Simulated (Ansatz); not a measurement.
For TaGe2 (model structure, started from the MoSi2 type, I4/mmm, No. 139, 3 atoms in the cell), PBE (PAW; Ansatz, a first-principles code) gives:

```
Item                                     Value
------------------------------  --------------
equilibrium lattice constant a         3.400 Å
lattice parameter c                    8.540 Å
enthalpy of formation           -0.180 eV/atom
```

Q: What does PBE-D3(BJ) (Ansatz, plane waves, PAW) give for the same quantities?

A: 
- lattice constant a: 3.360 Å (decreases by 1.2 %)
- lattice parameter c: 8.453 Å (falls by 1.0 %)
- formation enthalpy: -0.279 eV/atom (moves by -0.099 eV/atom)

Changes are worked out from the printed values.

Unless a cell is named, each level is at its own relaxed cell (PBE 16.46, PBE-D3(BJ) 15.91 Å³/atom).

Levels without +SOC leave out spin–orbit coupling, which shifts energies and cells of such heavy elements.

Ansatz's density-functional and Hartree–Fock values are scalar-relativistic unless marked +SOC, with PAW data made under PBE.

A model structure was made by putting elements into a prototype or built by hand; it is no filed structure, need not be a known phase, and can be a saddle point held by its symmetry.
